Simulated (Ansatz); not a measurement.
The reference is Mo in the bcc (W type) structure (space group Im-3m, No. 229).

```xyz
1
Lattice="-1.5753 1.5753 1.5753 1.5753 -1.5753 1.5753 1.5753 1.5753 -1.5753" Properties=species:S:1:pos:R:3 pbc="T T T"
Mo     0.0000     0.0000     0.0000
```

Calculations: plane-wave PAW DFT at the r2SCAN level (Ansatz, an electronic-structure program, 500 eV), no spin-orbit coupling.

For the base:

The lattice parameter a comes out as 3.151 Å.

One thing is altered: cell and atoms relaxed at a pressure of 9 GPa.

Q: How does this affect the lattice parameter a?

A: The lattice parameter a drops by 0.0325 Å, from 3.151 Å to 3.118 Å.

Load acts through the strain it causes; cell and atoms are relaxed under it. No phonon test of stability was made. No other phases were tried under pressure. All final runs are without spin polarisation.
